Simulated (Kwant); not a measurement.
Device: wire with an abrupt hard-wall neck in a GaN two-dimensional gas. Effective mass 0.22 mₑ, grid spacing 2 nm, hard walls, nominal width 60 nm (29 grid rows, so walls 60 nm apart), one parabolic valley, scattering region 180 nm long along x; energies count from the band bottom; Fermi energy swept from 0.00023739 to 0.010517 eV. Central neck 40 nm wide and 7.5 nm long.

Constants are typed, rounded textbook-type inputs, not results; the design itself was drawn at random and stands for no fabricated device.

Computed with Kwant: effective-mass tight-binding model on a square grid, one spin, coherent transport at 0 K. Conductance is in e²/h.

Density of the scattering states that come in from the left lead, at energy = 0.0054517 eV, in bins, relative to the largest site value (x marks bins outside the device):

```
|1000011121100001111100x000000000000000000000|
|4210134564310123555410x000000000000000000000|
|6411246887411135777630x000111111111100000000|
|74223579985212467897410001111111111111100011|
|64223467764212455677521111111222221111111111|
|43223344543112343356532111111122221111111111|
|22223222332112332134543211111111111111111111|
|11122111232111232113443211111111111111111111|
|21122223454201344333333221111000001111111111|
|32222235775201467643332221110000000111112111|
|43222357997301489964322211110000000111122211|
|42222347997301489864322221110000000111122211|
|32222235775201467643332221110000000111112111|
|21122223454201344333333221111000001111111111|
|11122111232111232113443211111111111111111111|
|22223222332112332134543211111111111111111111|
|43223344543112343356532111111122221111111111|
|64223467764212455677521111111222221111111111|
|74223579985212467897410001111111111111100011|
|6411246887411135777630x000111111111100000000|
|4210134564310123555410x000000000000000000000|
|1000011121100001111100x000000000000000000000|
```
Scale: ten equal steps from 0.003 (start of '0') to 0.957 (end of '9'), in the order '0123456789'; x runs from -86.0 to 86.0, y from -26.7 (bottom) to 26.7 (top).

The conductance there is 1.82 e²/h with 3 open channel(s) in the leads.
